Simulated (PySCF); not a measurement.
PySCF 2.14.0, PBE0/def2-svp, df: Y(NH2)(Me)2 ([CH3][Y]([CH3])[NH2]), 12 atoms. The geometry is a generated start, not checked to be a minimum at this level.

```yaml
task: energy
method: pbe0
basis: def2-svp
two_electron_scheme: density fitting
mol.max_memory: 16000 MB
mf.max_cycle: 100
mf.DIIS: CDIIS (default)
mf.diis_space: 8 (default)
mf.conv_tol: 1e-09 (default)
mf.grids.level: 3 (default)
effective_core_potentials: those of the basis set, past Kr
basis_functions: 113
grid_points: 142480
```

Machine: one whole node, Arm Neoverse V2, 96 cores on 1 socket, no SMT, 1 L3 cache group.

Wall times, medians of two to five repeats, each run alone on the node (launch to exit). Processes are pinned to neighbouring cores unless said otherwise. The times hold for this build (PyPI wheel: OpenMP (GNU), a bundled serial OpenBLAS 0.3.3 under its C layer, NumPy's threaded OpenBLAS held to generic ARMv8 kernels, libcint, Libxc). Scratch files lie in a memory file system. The time of a restarted run leaves out the earlier run that it starts from.

First run (16 threads, 1 BLAS thread, mf.level_shift = 0 (default), mf.init_guess = minao (default), mf.damp = 0 (default), mf.diis_start_cycle = 1 (default), start = initial guess (default)):

```
    CPU time for setting up grids      0.24 sec, wall time      0.14 sec
    CPU time for vxc      1.27 sec, wall time      0.09 sec
    CPU time for cholesky_eri      0.27 sec, wall time      0.10 sec
    CPU time for df vj and vk      0.40 sec, wall time      0.12 sec
init E= -168.253776933051
    CPU time for initialize scf      3.93 sec, wall time      0.51 sec
    CPU time for vxc      1.04 sec, wall time      0.07 sec
    CPU time for df vj and vk      0.08 sec, wall time      0.01 sec
cycle= 1 E= -172.868269618952  delta_E= -4.61  |g|= 1.68  |ddm|= 5.25
    CPU time for cycle= 1      1.13 sec, wall time      0.09 sec
    CPU time for vxc      1.03 sec, wall time      0.07 sec
    CPU time for df vj and vk      0.08 sec, wall time      0.01 sec
cycle= 2 E= -173.212961857469  delta_E= -0.345  |g|= 1.37  |ddm|= 5.07
    CPU time for cycle= 2      1.12 sec, wall time      0.08 sec
    CPU time for vxc      1.03 sec, wall time      0.07 sec
    CPU time for df vj and vk      0.08 sec, wall time      0.01 sec
cycle= 3 E= -173.805443842813  delta_E= -0.592  |g|= 0.198  |ddm|= 2.77
    CPU time for cycle= 3      1.12 sec, wall time      0.08 sec
    CPU time for vxc      1.02 sec, wall time      0.07 sec
    CPU time for df vj and vk      0.08 sec, wall time      0.01 sec
...
    CPU time for df vj and vk      0.08 sec, wall time      0.01 sec
cycle= 8 E= -173.816539066208  delta_E= -1.34e-06  |g|= 0.000565  |ddm|= 0.00318
    CPU time for cycle= 8      1.12 sec, wall time      0.08 sec
    CPU time for vxc      1.03 sec, wall time      0.07 sec
    CPU time for df vj and vk      0.08 sec, wall time      0.01 sec
cycle= 9 E= -173.816539167879  delta_E= -1.02e-07  |g|= 7.85e-05  |ddm|= 0.000831
    CPU time for cycle= 9      1.12 sec, wall time      0.08 sec
    CPU time for vxc      1.03 sec, wall time      0.07 sec
    CPU time for df vj and vk      0.07 sec, wall time      0.01 sec
cycle= 10 E= -173.816539171752  delta_E= -3.87e-09  |g|= 1.54e-05  |ddm|= 0.000235
    CPU time for cycle= 10      1.12 sec, wall time      0.08 sec
    CPU time for vxc      1.03 sec, wall time      0.07 sec
    CPU time for df vj and vk      0.08 sec, wall time      0.01 sec
cycle= 11 E= -173.816539171869  delta_E= -1.17e-10  |g|= 8.87e-06  |ddm|= 3.83e-05
    CPU time for cycle= 11      1.12 sec, wall time      0.08 sec
    CPU time for vxc      1.03 sec, wall time      0.08 sec
    CPU time for df vj and vk      0.08 sec, wall time      0.01 sec
    CPU time for scf_cycle     17.38 sec, wall time      1.52 sec
    CPU time for SCF     17.38 sec, wall time      1.52 sec
converged SCF energy = -173.816539171851
SCF converged: True
wall of the SCF part: 1.529 s
```

Second run:

```
    CPU time for setting up grids      0.24 sec, wall time      0.14 sec
    CPU time for vxc      1.27 sec, wall time      0.09 sec
    CPU time for cholesky_eri      0.26 sec, wall time      0.10 sec
    CPU time for df vj and vk      0.39 sec, wall time      0.12 sec
init E= -168.253776933051
    CPU time for initialize scf      4.09 sec, wall time      0.52 sec
    CPU time for vxc      1.04 sec, wall time      0.07 sec
    CPU time for df vj and vk      0.08 sec, wall time      0.01 sec
cycle= 1 E= -173.590964301695  delta_E= -5.34  |g|= 0.844  |ddm|= 4.51
    CPU time for cycle= 1      1.13 sec, wall time      0.08 sec
    CPU time for vxc      1.03 sec, wall time      0.07 sec
    CPU time for df vj and vk      0.08 sec, wall time      0.01 sec
cycle= 2 E= -173.767310057465  delta_E= -0.176  |g|= 0.311  |ddm|= 1.51
    CPU time for cycle= 2      1.13 sec, wall time      0.08 sec
    CPU time for vxc      1.03 sec, wall time      0.07 sec
    CPU time for df vj and vk      0.08 sec, wall time      0.01 sec
cycle= 3 E= -173.799176209931  delta_E= -0.0319  |g|=  0.1  |ddm|= 0.399
    CPU time for cycle= 3      1.13 sec, wall time      0.08 sec
    CPU time for vxc      1.03 sec, wall time      0.07 sec
    CPU time for df vj and vk      0.08 sec, wall time      0.01 sec
...
    CPU time for df vj and vk      0.08 sec, wall time      0.01 sec
cycle= 28 E= -173.81653916775  delta_E= -3.45e-09  |g|= 4.06e-05  |ddm|= 0.000105
    CPU time for cycle= 28      1.12 sec, wall time      0.08 sec
    CPU time for vxc      1.03 sec, wall time      0.07 sec
    CPU time for df vj and vk      0.08 sec, wall time      0.01 sec
cycle= 29 E= -173.816539169631  delta_E= -1.88e-09  |g|= 3e-05  |ddm|= 7.78e-05
    CPU time for cycle= 29      1.12 sec, wall time      0.08 sec
    CPU time for vxc      1.03 sec, wall time      0.07 sec
    CPU time for df vj and vk      0.08 sec, wall time      0.01 sec
cycle= 30 E= -173.816539170657  delta_E= -1.03e-09  |g|= 2.22e-05  |ddm|= 5.74e-05
    CPU time for cycle= 30      1.12 sec, wall time      0.08 sec
    CPU time for vxc      1.02 sec, wall time      0.07 sec
    CPU time for df vj and vk      0.08 sec, wall time      0.01 sec
cycle= 31 E= -173.816539171219  delta_E= -5.61e-10  |g|= 1.64e-05  |ddm|= 4.24e-05
    CPU time for cycle= 31      1.12 sec, wall time      0.08 sec
    CPU time for vxc      1.03 sec, wall time      0.07 sec
    CPU time for df vj and vk      0.08 sec, wall time      0.01 sec
    CPU time for scf_cycle     40.05 sec, wall time      3.23 sec
    CPU time for SCF     40.05 sec, wall time      3.23 sec
converged SCF energy = -173.816539171777
SCF converged: True
wall of the SCF part: 3.232 s
```

Which of these changes turns the first timing block into the second?
(A) mf.damp = 0.5, mf.diis_start_cycle = 5
(B) mf.level_shift = 0.5 Hartree
(C) mf.init_guess = atom
(D) start = chkfile of a nearby geometry

B, mf.level_shift = 0.5 Hartree. The largest move is in exchange-correlation on the grid (vxc): 0.94 s to 2.3 s. The count of Fock builds goes from 13 to 33. The other changes gave 2.0 s (mf.init_guess = atom), 2.0 s (mf.damp = 0.5, mf.diis_start_cycle = 5), 1.5 s (start = chkfile of a nearby geometry), against 3.6 s here and 1.9 s at first.
